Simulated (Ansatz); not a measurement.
Input:

```
CELL_PARAMETERS angstrom
      3.76532    -0.12730     0.00000
     -0.12730     3.76532     0.00000
      0.00000     0.00000     3.94445
ATOMIC_POSITIONS crystal
  Tl 0.00000 0.00000 0.00000
  Br 0.50000 0.50000 0.50000
```

All values below come from PBEsol+D3BJ with spin-orbit coupling, rigid bands (plane waves, PAW; Ansatz, a program for electronic structure). Condition of this run: uniaxial stress along [110] of 2 GPa (compression positive) (the target of the relaxation). Geometry: cell and atoms relaxed with PBEsol+d3bj, then loaded as said.

What conductivity effective mass do dilute holes have at 300 K?

0.41 (x), 0.41 (y), 0.181 (z) mₑ.

Predict the electron conductivity mass (n e² τ/σ) at 300 K, by direction if it differs.

0.26 (x), 0.26 (y), 0.28 (z) mₑ.

And the band gap?

0.40 eV at this level; semilocal functionals usually fall short of the measured gap.

Rigid bands, one relaxation time for all states, no polarons. Geometry: cell and atoms relaxed with PBEsol+D3(BJ).
